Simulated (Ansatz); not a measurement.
C (P6_3/mmc), r2SCAN, rigid bands in Ansatz (a program for electronic structure): Condition of this run: uniaxial stress along c of 22 GPa (compression positive) (the target of the relaxation). band gap 3.55 eV, N_c = 1.15e19 cm⁻³ and N_v = 1.72e19 cm⁻³ at 300 K, conductivity masses along x (a = (2.50, 0.00, 0.00) Å; b = (-1.25, 2.16, 0.00) Å; c = (0.00, 0.00, 4.10) Å) of 0.466 mₑ (electrons) and 0.445 mₑ (holes). Take k_BT = 0.02585 eV.

### Question
A film of it is 2 nm thick, with its normal along the direction named. Estimate the confinement energies in an infinite well.

### Answer
ħ²π²/(2m t²) = 0.376 eV·nm²/(m/mₑ × t²) gives 202 meV for electrons and 211 meV for holes, so the gap would widen to about 3.96 eV. Finite barriers and nonparabolic bands lower this, and with several valleys or bands the heaviest mass along the normal sets the lowest level, not this average.

### Question
What built-in voltage has an abrupt junction with N_A = 1e16 and N_D = 1e17 cm⁻³, all dopants ionised?

### Answer
V_bi = E_g/e − (k_BT/e) ln(N_c N_v/(N_A N_D)) = 3.55 − 0.02585 × 12.20 = 3.23 V. It follows the computed gap one for one.

### Question
Find the intrinsic carrier density and the intrinsic Fermi level.

### Answer
n_i = √(N_c N_v) exp(−E_g/2k_BT) = 1.41e19 × exp(−68.66) = 2.1e-11 cm⁻³. The level lies (k_BT/2) ln(N_v/N_c) = 5 meV from mid-gap (positive towards the conduction band). Each 0.1 eV added to the gap lowers n_i by a factor of 6.9.

Rigid, parabolic bands with the computed gap; masses take one relaxation time for all states. Spin-orbit coupling is left out. Geometry: cell and atoms relaxed with PBEsol.
